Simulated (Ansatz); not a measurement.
Take GaN in the zinc blende structure (space group F-43m, No. 216) as the base.

```yaml
crystal:
  lattice:
    - [0.00000, 2.22769, 2.22769]
    - [2.22769, 0.00000, 2.22769]
    - [2.22769, 2.22769, 0.00000]
  atoms:
    - { symbol: Ga, position: [0.00000, 0.00000, 0.00000] }
    - { symbol: N, position: [0.25000, 0.25000, 0.25000] }
```

Cartesian axes are those of the cell as printed.

Computed with DFT with LDA, PAW potentials and a 420 eV plane-wave cutoff in Ansatz (an electronic-structure program), spin-orbit coupling left out.

Strains are applied to the cell and any free atomic positions relax.

One change was made to it. Results:

| quantity | base | after |
|---|---|---|
| gap character | direct at Γ | direct at Γ |
| band gap | 1.96 eV | 1.91 eV |

Task: What was done to the base?
A) uniaxial strain ε_zz = +1.50 %
B) uniaxial strain ε_zz = +0.50 %
C) uniaxial strain ε_zz = +3.00 %
D) uniaxial strain ε_zz = −0.50 %

Result: B, uniaxial strain ε_zz = +0.50 %. For comparison, the band gap in the other runs: uniaxial strain ε_zz = +1.50 % gives 1.83 eV; uniaxial strain ε_zz = −0.50 % gives 1.97 eV; uniaxial strain ε_zz = +3.00 % gives 1.71 eV.

Stability against distortions was not tested. This is not the structure that GaN has at room temperature and ambient pressure. k-point labels follow each cell's own Brillouin zone.
